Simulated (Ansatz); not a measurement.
This Ansatz (an electronic-structure program) input is the reference run, WSe2 (space group P6_3/mmc, No. 194; layered, stacked along the Cartesian z axis), computed with PBEsol-D3(BJ), PAW, 420 eV (Ansatz; no spin-orbit coupling):

Ansatz 0.2 input:
```yaml
crystal:
  lattice:
    - [3.2304921827, 0, 0]
    - [-1.6152460914, 2.797688297, 0]
    - [0, 0, 12.411075011]
  atoms:
    - { symbol: W, position: [0.6666666667, 0.3333333333, 0.75] }
    - { symbol: W, position: [0.3333333333, 0.6666666667, 0.25] }
    - { symbol: Se, position: [0.6666666667, 0.3333333333, 0.3854472202] }
    - { symbol: Se, position: [0.3333333333, 0.6666666667, 0.8854472202] }
    - { symbol: Se, position: [0.3333333333, 0.6666666667, 0.6145527798] }
    - { symbol: Se, position: [0.6666666667, 0.3333333333, 0.1145527798] }
basis: { ecutwfc: 420, ecutrho_ratio: 4, xc_grid: 2, fft_grid_basis: typed }
kpoints: { mp_grid: { grid: [12, 12, 3] } }
hamiltonian:
  xc: pbesol
  dispersion: d3bj
  pseudopotentials: { kind: paw }
scf: { occupations: { method: fermi_dirac, width: 0.05 }, convergence: { dr2_threshold: 0.0000000006 } }
output: { forces: true, stress: true }
checkpoint: { write: state.ck, write_every: 1000 }
```

Question: Write the input for this change: the cell is stretched by 0.60 % along x with no lateral relaxation; the atoms relax in the strained cell.

Answer: 
Ansatz 0.2 input:
```yaml
crystal:
  lattice:
    - [3.2498751358, 0, 0]
    - [-1.6249375679, 2.797688297, 0]
    - [0, 0, 12.411075011]
  atoms:
    - { symbol: W, position: [0.6666666667, 0.3333333333, 0.75] }
    - { symbol: W, position: [0.3333333333, 0.6666666667, 0.25] }
    - { symbol: Se, position: [0.6666666667, 0.3333333333, 0.3854472202] }
    - { symbol: Se, position: [0.3333333333, 0.6666666667, 0.8854472202] }
    - { symbol: Se, position: [0.3333333333, 0.6666666667, 0.6145527798] }
    - { symbol: Se, position: [0.6666666667, 0.3333333333, 0.1145527798] }
basis: { ecutwfc: 420, ecutrho_ratio: 4, xc_grid: 2, fft_grid_basis: typed }
kpoints: { mp_grid: { grid: [12, 12, 3] } }
hamiltonian:
  xc: pbesol
  dispersion: d3bj
  pseudopotentials: { kind: paw }
scf: { occupations: { method: fermi_dirac, width: 0.05 }, convergence: { dr2_threshold: 0.0000000006 } }
relax: { f_tol: 0.005, max_steps: 50 }
output: { forces: true, stress: true }
checkpoint: { write: state.ck, write_every: 1000 }
```
This is the input that was run.

No phonon test of stability was made.
